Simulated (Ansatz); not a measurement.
Bond-angle distributions (per cent of the angles at each element, bins of 10°) of a relaxed model of amorphous Zr₆Si₁₆O₄₄ at 3.05 g/cm³. Level of theory: PBE, scalar-relativistic without spin-orbit coupling (plane waves to 420 eV, PAW; Ansatz, a first-principles code).

Preparation: random packing, a CHGNet melt and quench, and a DFT relaxation. O atoms were pushed apart under 1.9 Å during the dynamics, to hinder bonds among them. The hot cell started wider than the set density and was brought back towards it in steps. It is the lowest in DFT energy of 2 quenches. It is a model cell: composition and starting density were chosen by hand, and all elements were melted together. No dispersion term was used. Its density started from a set value of 3.07 and ended at 3.05 g/cm³. The quench (nominally 300 K/ps over its main leg) was far faster than any real one, so the model tends to hold more defects than a real film. One small periodic cell is one sample of the glass; other quenches scatter about these values. The volume was free in the relaxation, at fixed shape. Stress components on the final sampling reach 1.1 GPa.

Cut-offs for bonds: Zr-Zr 3.41 Å, Zr-Si 2.93 Å, Zr-O 2.64 Å, Si-Si 2.60 Å, Si-O 1.90 Å, O-O 1.58 Å. Two cations that share two anions don't count as bonded, nor two that share one unless they lie closer than Zr-Zr 3.32 Å, Zr-Si 2.85 Å, Si-Si 2.38 Å.

```tsv
angle (°)	at Zr	at Si	at O
50-60	0	0	0
60-70	6	0	0
70-80	12	0	0
80-90	20	0	3
90-100	17	4	7
100-110	11	52	9
110-120	5	41	5
120-130	12	3	17
130-140	6	0	21
140-150	6	0	21
150-160	3	0	12
160-170	3	0	5
170-180	0	0	0
```

They go with these counts of neighbours within the cut-offs, cation contacts included: Zr mean 5.2, most often 5; Si mean 4.0, most often 4; O mean 2.2, most often 2.
